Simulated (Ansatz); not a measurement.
# Rock-salt ZrN: TO phonon frequency at L by level of theory

No measured value is used here.

```json
[
 {"level (code)": "LDA (Ansatz)", "value (cm⁻¹)": "516", "cell (Å³/atom)": "11.58"},
 {"level (code)": "PBE (Ansatz)", "value (cm⁻¹)": "482", "cell (Å³/atom)": "12.13"},
 {"level (code)": "PBEsol (Ansatz)", "value (cm⁻¹)": "504", "cell (Å³/atom)": "11.79"},
 {"level (code)": "PBE-D3(BJ) (Ansatz)", "value (cm⁻¹)": "503", "cell (Å³/atom)": "11.84"}
]
```

PBE-D3(BJ): the dispersion coefficients are held fixed in the derivatives. Each level is taken at its own relaxed cell. Cutoffs differ between the levels. Ansatz's density-functional and Hartree–Fock values are scalar-relativistic unless marked +SOC, with PAW data made under PBE.

Ansatz is a first-principles code.
